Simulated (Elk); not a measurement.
Input and output of a self-consistent single point for Co2As (P-6m2, 3 atoms in the cell) (Elk).

Computed with LDA (PW92), all-electron FP-LAPW, Elk's shipped species files, APW+lo basis with extra local orbitals (Elk).

```xyz
3
Lattice="3.8494 0.0000 0.0000 -1.9247 3.3337 0.0000 0.0000 0.0000 2.7138" Properties=species:S:1:pos:R:3 pbc="T T T"
Co     1.9247     1.1112     0.0000
Co     0.0000     2.2225     1.3569
As     0.0000     0.0000     1.3569
```
Moments meant for the start (each program seeds them in its own way; μB, in the order of the atoms Co Co As): 3.0 3.0 0.0.

Reference input (self-consistent single point, DFT, PBEsol, all-electron FP-LAPW, Elk's shipped species files, APW+lo basis with extra local orbitals): xctype = 22; spinpol = true; rgkmax = 7.5; swidth = 0.00367493 Ha; ngridk = 7 7 8; reducebf = 0.8; gmaxvr = 14 1/bohr; nxlo = 2; lorbcnd = true; rmtscf = 0.82; lmaxi = 3; nempty = 10 per atom. This run's input differs from it in these lines:

```diff
@@ -2,5 +2,2 @@
   0
-
-xctype
-  22
```

Output, abridged:

```
│ Self-consistent loop started │
│ Loop number : 1 │
 total energy                :     -5050.99335781
 total moment                :    2.764044152
│ Loop number : 2 │
 total energy                :     -5050.62207892
 total moment                :    2.766012618
RMS change in Kohn-Sham potential (target) :   0.3195073183     (  0.1000000000E-05)
Absolute change in total energy (target)   :   0.3712788941     (  0.1000000000E-03)
│ Loop number : 3 │
 total energy                :     -5050.69481512
 total moment                :    2.767742277
RMS change in Kohn-Sham potential (target) :   0.3263371749     (  0.1000000000E-05)
   [... lines left out ...]
│ Loop number : 31 │
 total energy                :     -5040.37262617
 total moment                :    1.369996882
RMS change in Kohn-Sham potential (target) :   0.1538150765E-05 (  0.1000000000E-05)
Absolute change in total energy (target)   :   0.4038970474E-05 (  0.1000000000E-03)
│ Loop number : 32 │
 total energy                :     -5040.37258495
 total moment                :    1.369505623
RMS change in Kohn-Sham potential (target) :   0.5646590885E-06 (  0.1000000000E-05)
Absolute change in total energy (target)   :   0.4021286804E-04 (  0.1000000000E-03)
Convergence targets achieved

│ Loop number : 33 │

Energies :
 Fermi                       :     0.417465698208
 xc effective B-field        :    -0.212756435474E-01
 external B-field            :      0.00000000000
 total energy                :     -5040.37261418
 (external B-field energy excluded from total)

Density of states at Fermi energy :    106.4699612
 (states/Hartree/unit cell)

Estimated indirect band gap :   0.5327228062E-03
 from k-point      8 to k-point     47
Estimated direct band gap   :   0.3290506022E-02
 at k-point     26

Charges :
 core                        :    42.00000000
 valence                     :    45.00000000
 interstitial                :    6.168177760
 muffin-tins (core leakage)
  species :    1 (Co)
   atom    1                 :    25.18626109     (  0.4440376123E-02)
   [... lines left out ...]
 error                       :   0.1222190611E-01

Moments :
 interstitial                :  -0.2378196126E-01
 muffin-tins
  species :    1 (Co)
   atom    1                 :   0.8667054848
   atom    2                 :   0.5372397031
  species :    2 (As)
   atom    1                 :  -0.1074924784E-01
 total in muffin-tins        :    1.393195940
 total moment                :    1.369413979

│ Self-consistent loop stopped │
```

The run converged in 33 iterations. The count includes the last loop, which Elk runs after its targets are met. Against the reference run the size of the net moment goes from 0.49 to 0.46 μB/atom.

The starting cell comes from a database of computed structures (which also holds hypothetical and non-ambient phases and stackings), without a prior relaxation at this level. Its lattice was rescaled by a random factor within 2.5 % of one. The magnetic order is the one reached from the typed start; others were not searched systematically. Values depend on the basis (sphere radii, cutoffs, local orbitals), which need not be converged. The log's line on a gap gives a spacing of levels on this mesh, which the program prints for metals too.

Cost on one core of a shared machine: roughly 6 min.
